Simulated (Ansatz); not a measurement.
Input:

```
CELL_PARAMETERS angstrom
      2.48304     1.43359     4.45790
     -2.48304     1.43359     4.45790
      0.00000    -2.86717     4.45790
ATOMIC_POSITIONS crystal
  Ga 0.35545 0.35545 0.35545
  Ga 0.14455 0.14455 0.14455
  Ga 0.64455 0.64455 0.64455
  Ga 0.85545 0.85545 0.85545
  O  0.55362 0.94638 0.25000
  O  0.25000 0.55362 0.94638
  O  0.94638 0.25000 0.55362
  O  0.44638 0.05362 0.75000
  O  0.75000 0.44638 0.05362
  O  0.05362 0.75000 0.44638
```

No spin polarisation.

The values are results of Ansatz (a first-principles code) r2SCAN, spin-orbit coupling left out, not measurements. k-mesh 8×8×8 (Γ-centred); smearing 0.05 eV (Fermi–Dirac).

Q: What band gap does the calculation give?

A: 3.69 eV.

Q: Predict the gap character.

A: Indirect, Γ–S₀ (50 % along) → Γ.

Q: What electron mass does the calculation give?

A: 0.26 mₑ (at Γ).

Q: What is the computed smallest direct gap?

A: 3.96 eV.

Load acts through the strain it causes; cell and atoms are relaxed under it. Masses are band curvatures over ±0.01 Å⁻¹ around the edge. Stability against distortions was not tested. The cell was made from Ga₂O₃ in the corundum structure (space group R-3c, No. 167) by this change: pressure 3 GPa.
